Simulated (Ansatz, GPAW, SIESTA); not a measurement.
## Mg₆CoMo (Amm2, 8 atoms in the cell) computed with different codes at matched settings

Self-consistent single point.

```yaml
crystal:
  lattice:
    - [4.77093, 0.00000, 0.00000]
    - [0.00000, 2.99149, 5.60744]
    - [0.00000, -2.99149, 5.60744]
  atoms:
    - { symbol: Mg, position: [0.00000, 0.34487, 0.82067] }
    - { symbol: Mg, position: [0.00000, 0.82067, 0.34487] }
    - { symbol: Mg, position: [0.00000, 0.32590, 0.32590] }
    - { symbol: Mg, position: [0.50000, 0.16577, 0.67963] }
    - { symbol: Mg, position: [0.50000, 0.67963, 0.16577] }
    - { symbol: Mg, position: [0.50000, 0.17115, 0.17115] }
    - { symbol: Co, position: [0.00000, 0.79786, 0.79786] }
    - { symbol: Mo, position: [0.50000, 0.69416, 0.69416] }
```

Shared settings, as Ansatz (an electronic-structure program) writes them: kpoints.mp_grid.grid = 4 3 3; scf.occupations.method = fermi_dirac; scf.occupations.width = 0.0073 Ry. Potentials and cutoffs stand in the table.

```json
[
 {"code": "SIESTA", "model": "LDA PW92, numerical atomic orbitals DZP, PseudoDojo LDA standard norm-conserving potentials (rewritten from UPF to PSML)", "pressure (GPa)": "-5.39", "largest force (eV/Å)": "0.509", "cutoff": "grid 400 Ry"},
 {"code": "Ansatz", "model": "LDA (PW92), PAW files made with PBE", "pressure (GPa)": "-7.97", "largest force (eV/Å)": "0.631", "cutoff": "30.9 Ry"},
 {"code": "GPAW", "model": "LDA (Perdew-Wang 92), GPAW PAW datasets LDA (gpaw-data 1.0.1)", "pressure (GPa)": "-7.97", "largest force (eV/Å)": "0.622", "cutoff": "800 eV"}
]
```

Size of the force on each atom (eV/Å): Sizes of forces hide their directions.

```csv
code,Mg1,Mg2,Mg3,Mg4,Mg5,Mg6,Co7,Mo8
SIESTA,0.180,0.180,0.011,0.194,0.194,0.069,0.460,0.509
Ansatz,0.335,0.335,0.024,0.215,0.215,0.021,0.631,0.471
GPAW,0.332,0.332,0.022,0.217,0.217,0.021,0.622,0.469
```

On Ansatz's run: spin polarisation is off.

The spread over the programs that give each value: pressure within 2.58 GPa; largest force within 0.122 eV/Å.

SIESTA uses small atom-centred bases, whose incompleteness enters pressures, forces and empty levels differently from a plane-wave cutoff. Ansatz's pressure is given at a fixed set of plane waves, as the other plane-wave codes print theirs. In the pressure, SIESTA (by 2.58) lies more than 1 GPa from the median of the plane-wave programs. In the force vectors, SIESTA (by 0.186) lies more than 0.08 eV/Å from the median of the plane-wave programs.

The shared mesh is coarse (it stands for a supercell whose shortest vector is 18 Å), so the values are not converged in it.

The starting cell comes from a database of computed structures (which also holds hypothetical and non-ambient phases and stackings), without a prior relaxation at this level. Its lattice was rescaled by a random factor within 2.5 % of one.

Left out of this page: CP2K (unsound by tests on forces, stress, charge or solver warnings).

Keys are those of Ansatz 0.2.
